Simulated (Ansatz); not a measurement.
**Response to strain in hypothetical bcc (W type) B**

The parent structure is B in the bcc (W type) structure (space group Im-3m, No. 229; a = 2.298 Å; a hypothetical phase, not in the database extracts checked; relaxed with 0.1 eV smearing). Axes: x, y, z lie along the cube axes.

Strains are applied to the cell and any free atomic positions relax; under biaxial strain the out-of-plane vector relaxes too.

The values are results of PBEsol (Ansatz, a program for electronic structure; PAW; 420 eV plane waves; scalar-relativistic without spin-orbit coupling), not measurements.

Notes on the quantities. pressure: mean of the normal stresses, compression positive; energy relative to the base: free energy F.

| change | pressure | space group | energy relative to the base | shortest interatomic distance |
|---|---|---|---|---|
| base | 0.0 GPa | Im-3m (No. 229) | 0 meV/atom | 1.990 Å |
| biaxial strain +3.05 %, plane normal [001], relaxed out of plane | 65.3 GPa | I4/mmm (No. 139) | -0.274 eV/atom | 1.781 Å |
| biaxial strain −2.10 %, plane normal [110], relaxed out of plane | -33.3 GPa | Fmmm (No. 69) | -158 meV/atom | 1.948 Å |
| isotropic strain −3.76 % | 34.8 GPa | Im-3m (No. 229) | +65 meV/atom | 1.915 Å |
| isotropic strain −2.00 % | 16.5 GPa | Im-3m (No. 229) | +17 meV/atom | 1.950 Å |
| uniaxial strain ε_yy = +5.27 % | -11.8 GPa | I4/mmm (No. 139) | -12 meV/atom | 2.025 Å |
| tensor shear ε_yz = −0.56 % | 0.1 GPa | Fmmm (No. 69) | -0.2 meV/atom | 1.982 Å |

Whether these cells are dynamically stable was not tested. Under biaxial strain +3.05 %, plane normal [001], relaxed out of plane, biaxial strain −2.10 %, plane normal [110], relaxed out of plane and uniaxial strain ε_yy = +5.27 % and more the cell ends below the base's energy or with stress of the wrong sign: the atoms slid into a distortion or the cell is elastically unstable, so the base is not a stable minimum at this level.
